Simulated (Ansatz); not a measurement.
A periodic model of amorphous Ta₂₀Si₇N₂₃Cu:

```xyz
51
Lattice="8.6395 0.0000 0.0000 0.0000 8.6395 0.0000 0.0000 0.0000 8.6395" Properties=species:S:1:pos:R:3 pbc="T T T"
Ta     5.9096     1.7061     5.0759
Ta     2.1081     2.9989     4.1009
Ta     0.8621     1.7620     0.7224
Ta     6.7152     2.4173     2.2693
Ta     0.3811     0.4693     3.2537
Ta     2.1780     5.9102     3.9345
Ta     5.6010     7.3272     5.7214
Ta     4.9473     6.3632     0.3255
Ta     0.0241     7.2918     5.5491
Ta     6.3314     4.6091     6.9388
Ta     3.5858     3.8508     1.0224
Ta     7.3764     5.2328     3.4889
Ta     4.0777     0.9354     2.8826
Ta     3.7265     3.1266     6.6353
Ta     1.3479     4.3907     7.6365
Ta     6.4311     7.8873     2.3398
Ta     0.1001     1.6817     5.9938
Ta     3.8245     0.7988     8.5111
Ta     6.5954     0.5101     8.0728
Ta     2.9606     6.7028     6.7963
Si     7.6867     2.9517     8.0729
Si     2.3095     6.9552     1.4985
Si     2.4268     0.4251     5.4402
Si     1.4290     8.6313     7.5301
Si     0.1687     3.9996     1.6896
Si     4.4502     4.4028     4.5029
Si     7.5926     5.7664     0.4337
N      3.8885     7.9488     1.5436
N      1.8394     7.8907     4.2370
N      3.6183     1.6407     4.8267
N      5.9937     3.7503     3.9340
N      2.5750     2.6070     8.4450
N      7.6437     0.6328     1.4406
N      5.4197     8.5050     4.0643
N      7.0368     5.9065     5.4958
N      3.3927     4.3240     3.0408
N      5.0846     1.6832     7.1320
N      2.0405     1.5353     2.5059
N      8.0156     7.3059     3.5507
N      4.7716     7.8364     7.5124
N      4.8194     4.3504     8.1717
N      2.7582     5.8457     0.1266
N      1.2726     5.7412     6.0088
N      4.0113     6.1335     4.8962
N      6.2321     5.8486     1.8732
N      1.6278     3.1014     6.0583
N      7.7281     1.7905     4.0596
N      4.8101     2.1900     1.4327
N      0.7001     4.5064     3.3815
N      7.1735     0.0917     6.1641
Cu     0.2328     7.6852     0.6653
```

Method: PBE, scalar-relativistic without spin-orbit coupling (plane waves to 420 eV, PAW; Ansatz, a quantum-chemistry and plane-wave program).

A CHGNet melt-quench gave the starting glass, which DFT then relaxed. N atoms were pushed apart under 1.9 Å during the dynamics, to hinder bonds among them. The hot cell started wider than the set density and was brought back towards it in steps. It is the lowest in DFT energy of 2 quenches. It is a model cell: composition and starting density were chosen by hand, and all elements were melted together. No dispersion term was used. Its density started from a set value of 12.41 and ended at 10.82 g/cm³. The simulated quench (nominally 320 K/ps over its main leg) is rapid and tends to freeze in more defects than a deposited or slowly cooled glass has. A cell of this size samples the disorder only roughly. The volume was free in the relaxation, at fixed shape. Stress components on the final sampling reach 3.0 GPa. On a 2×2×2 Γ-centred mesh force components of up to 0.38 eV/Å stay, since the relaxation ran on one k-point at (1/4, 1/4, 1/4).

Neighbours within Ta-Ta 3.12 Å, Ta-Si 2.78 Å, Ta-N 2.52 Å, Ta-Cu 3.01 Å, Si-Si 2.60 Å, Si-N 2.16 Å, Si-Cu 2.67 Å, N-N 1.70 Å, N-Cu 2.44 Å, Cu-Cu 2.90 Å count as bonded. Two cations that share two anions don't count as bonded, nor two that share one unless they lie closer than Ta-Ta 3.04 Å, Ta-Si 2.71 Å, Ta-Cu 2.93 Å, Si-Si 2.38 Å, Si-Cu 2.60 Å, Cu-Cu 2.82 Å.

Task: Give the coordination numbers, mean bond lengths and angles.

Result: 
```json
{
  "Mean coordination of Ta by anions": "4.45 (1 with 2, 2 with 3, 5 with 4, 11 with 5, 1 with 6); 29 close contacts or bonds to cations besides",
  "Mean coordination of Si by anions": "1.29 (2 with 0, 2 with 1, 2 with 2, 1 with 3); 25 close contacts or bonds to cations besides",
  "Mean coordination of N": "4.30 (17 with 4, 5 with 5, 1 with 6)",
  "Mean coordination of Cu by anions": "1.00 (1 with 1); 4 close contacts or bonds to cations besides",
  "Mean Ta-N bond": "2.150 Å (spread 0.094 Å, 89 counted)",
  "Mean Ta-Si close contact": "2.645 Å (spread 0.091 Å, 18 counted)",
  "Mean Ta-Ta close contact": "2.983 Å (spread 0.037 Å, 5 counted)",
  "Mean Si-N bond": "1.834 Å (spread 0.059 Å, 9 counted)",
  "Bond angle at Ta": "mean 102.1°, spread 29.0°",
  "Bond angle at Si": "mean 102.8°, spread 25.6°",
  "Bond angle at N": "mean 108.1°, spread 25.1°",
  "Bond angle at Cu": "mean 102.5°, spread 29.6°"
}
```

Task: List the pairs of like atoms that count as bonded by the rules above.

Result: Ta5-Ta17 (3.01 Å), Ta8-Ta10 (3.02 Å), Ta8-Ta16 (2.93 Å), Ta10-Ta14 (3.01 Å), Ta13-Ta16 (2.95 Å), Si23-Si24 (2.36 Å), Si25-Si27 (2.49 Å).

Task: What Bader charges do the atoms carry, from a run on one k-point at (1/4, 1/4, 1/4)?

Result: Means (range): Ta +1.80 e (+1.29 to +2.19), Si +0.42 e (-0.92 to +1.83), N -1.68 e (-1.88 to -1.51), Cu -0.33 e (-0.33 to -0.33).
```csv
atom,charge (e)
Ta1,+1.89
Ta2,+2.02
Ta3,+1.40
Ta4,+1.70
Ta5,+1.94
Ta6,+2.07
Ta7,+2.13
Ta8,+1.79
Ta9,+1.99
Ta10,+1.29
Ta11,+2.17
Ta12,+2.19
Ta13,+2.03
Ta14,+1.64
Ta15,+1.62
Ta16,+1.78
Ta17,+1.30
Ta18,+1.84
Ta19,+1.65
Ta20,+1.60
Si21,-0.92
Si22,+1.24
Si23,+1.17
Si24,-0.68
Si25,+0.06
Si26,+1.83
Si27,+0.25
N28,-1.82
N29,-1.82
N30,-1.88
N31,-1.84
N32,-1.62
N33,-1.71
N34,-1.56
N35,-1.62
N36,-1.85
N37,-1.51
N38,-1.60
N39,-1.56
N40,-1.67
N41,-1.54
N42,-1.86
N43,-1.55
N44,-1.81
N45,-1.74
N46,-1.53
N47,-1.55
N48,-1.57
N49,-1.83
N50,-1.64
Cu51,-0.33
```
